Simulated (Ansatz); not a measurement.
Below is the final geometry of a nanostructure in its periodic cell.

```xyz
114
Lattice="26.700 0.000 0.000 0.000 28.600 0.000 0.000 0.000 6.699" Properties=species:S:1:pos:R:3 pbc="T T T"
Si     7.639    10.863     1.214
Si     7.647    11.659     5.660
Si     7.613    14.041     5.563
Si     7.684    14.825     3.310
Si     7.776    17.209     3.406
Si     8.126    18.355     1.334
Si    11.386     7.642     3.239
Si    11.457     8.486     0.921
Si    11.563    10.828     1.175
Si     9.801     8.481     4.884
Si     9.619    10.831     4.597
Si     9.625    11.557     2.321
Si     9.628    13.936     2.267
Si    11.573    11.610     5.643
Si    11.556    13.956     5.601
Si     9.605    14.713     0.014
Si     9.688    17.085     0.073
Si    11.564    14.712     3.362
Si    11.593    17.065     3.361
Si    11.655    17.821     1.121
Si    11.608    20.180     1.040
Si     9.724    17.904     4.551
Si     9.645    20.304     4.370
Si     9.409    20.346     1.976
Si    11.647    20.980     5.474
Si    13.428     7.633    -0.115
Si    15.501     7.582     3.224
Si    15.429     8.438     0.908
Si    15.410    10.781     1.169
Si    13.456     8.381     4.269
Si    13.479    10.750     4.520
Si    13.495    11.553     2.303
Si    13.496    13.909     2.265
Si    15.411    11.563     5.637
Si    15.429    13.909     5.597
Si    13.503    14.660     0.025
Si    13.527    16.990     0.020
Si    15.444    14.673     3.359
Si    15.462    17.026     3.368
Si    15.409    17.796     1.130
Si    15.514    20.162     1.047
Si    13.534    17.748     4.489
Si    13.562    20.079     4.418
Si    13.567    20.928     2.210
Si    15.492    20.938     5.485
Si    19.351    10.720     1.246
Si    17.106     8.379     4.886
Si    17.348    10.740     4.591
Si    17.360    11.468     2.316
Si    17.356    13.841     2.265
Si    19.375    11.456     5.665
Si    19.338    13.852     5.570
Si    17.389    14.629     0.017
Si    17.357    17.000     0.085
Si    19.309    14.671     3.321
Si    19.309    17.049     3.460
Si    18.916    18.213     1.394
Si    17.357    17.810     4.559
Si    17.477    20.201     4.390
Si    17.707    20.249     2.000
O     10.211     8.173    -0.200
O     16.609     8.061    -0.246
O      7.414     9.213     1.245
O      6.355    11.531     2.049
O      6.331    11.018     4.768
O      6.278    14.719     6.287
O      6.351    14.338     2.387
O      6.530    17.841     4.371
O      6.735    18.740     0.516
O     11.284     5.957     3.273
O      8.276     7.832     4.703
O      8.303    21.013     5.052
O      8.534    21.610     1.258
O     11.788    22.669     5.423
O     13.371     5.944     0.063
O     15.449     5.895     3.276
O     13.639    22.618     2.341
O     15.355    22.624     5.590
O     19.466     9.067     1.397
O     20.627    11.284     2.164
O     18.583     7.613     4.868
O     20.682    10.759     4.916
O     20.673    14.496     6.429
O     20.643    14.036     2.486
O     20.671    17.497     4.336
O     20.260    18.534     0.404
O     18.847    20.881     5.062
O     18.672    21.456     1.279
H      8.086     8.680     0.786
H      6.275    11.254     3.001
H      6.140    10.085     4.968
H      6.227    14.655     7.272
H      6.250    13.355     2.308
H      5.634    17.525     4.175
H      6.683    18.502    -0.435
H     11.696     5.510     2.516
H      8.219     6.902     4.436
H      8.319    21.242     6.006
H      8.707    22.510     1.572
H     12.552    23.010     5.922
H     13.676     5.440    -0.708
H     15.065     5.480     2.487
H     12.963    22.976     2.943
H     15.279    23.057     4.723
H     19.350     8.540     0.589
H     20.703    12.272     2.244
H     19.146     7.796     4.098
H     20.754    10.877     3.937
H     21.083    15.275     6.014
H     20.737    14.338     1.546
H     20.516    18.013     5.156
H     20.889    19.188     0.748
H     18.819    21.099     6.019
H     18.455    22.375     1.500
```

k-points: Γ-centred 1×1×4 mesh; occupations: Fermi-Dirac, 0.020 eV; spin polarisation not allowed. Spin-orbit coupling is left out.

 The period along the axis is held at the bulk value.

**Question.** Is it metallic, and what gap and level positions does PBE (Ansatz, an electronic-structure program) give?

**Answer.** 
electronic character: not metallic
Kohn-Sham band gap: 1.47 eV
character of the gap on the mesh and a band path of the cell's zone: indirect
k-point of the valence-band top (reciprocal lattice units): (0.000, 0.000, 0.000)
k-point of the conduction-band bottom (reciprocal lattice units): (0.000, 0.000, 0.500)
depth of the highest filled level under the vacuum level: 5.10 eV
depth of the lowest empty level under the vacuum level: 3.63 eV
weight of the highest filled level on the outer atoms and the ending: 0.42
weight of the lowest empty level on the outer atoms and the ending: 0.39
hole mass of the top band at the zone centre: 1.2 mₑ along the axis
